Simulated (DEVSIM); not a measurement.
Device: isotype n-n heterojunction Al0.3Ga0.7As/GaAs, at 500 K.

Layer 1 from the left is Al0.3Ga0.7As, thickness (μm) 0.110, Nd (cm⁻³) 2.2e16, τn (s) 5.8e-10, τp (s) 5.8e-10. Layer 2 from the left is GaAs, thickness (μm) 0.240, Nd (cm⁻³) 7.3e16, τn (s) 5.8e-10, τp (s) 5.8e-10.

Left contact: ohmic. Right contact: ohmic. Voltage is applied to the left contact. Recombination: SRH at mid-gap, Auger. Mobility is constant in doping.

This is a model device: material constants are rounded textbook-type values typed into the input, and sizes, dopings and lifetimes were drawn at random. Values at 300 K; Nc and Nv go as T^1.5, mobilities as T to minus their exponent, the gap by Varshni's rule with the affinity fixed.

Al0.3Ga0.7As: gap (eV) 1.7981, affinity (eV) 3.833, permittivity 12.05, Nc (cm⁻³) 6.96e17, Nv (cm⁻³) 9e18, μn (cm²/Vs) 3880, μp (cm²/Vs) 197, T exponent of μn 2.1, T exponent of μp 2.2, Cn (cm⁶/s) 1e-30, Cp (cm⁶/s) 1e-30, Varshni α (eV/K) 0.000541, Varshni β (K) 204. GaAs: gap (eV) 1.424, affinity (eV) 4.07, permittivity 12.9, Nc (cm⁻³) 4.7e17, Nv (cm⁻³) 9e18, μn (cm²/Vs) 8500, μp (cm²/Vs) 400, T exponent of μn 2.1, T exponent of μp 2.2, Cn (cm⁶/s) 1e-30, Cp (cm⁶/s) 1e-30, Varshni α (eV/K) 0.000541, Varshni β (K) 204.

Model (solved in DEVSIM): 1D drift-diffusion, Boltzmann statistics, complete ionisation; no tunnelling, impact ionisation, image-force lowering or self-heating. Band offsets follow the typed affinities; no thermionic-emission limit at abrupt steps, no polarisation charge.

Q: What does the simulation give for the potential step across the device at zero bias?

A: potential step across the device at zero bias 0.168 V.
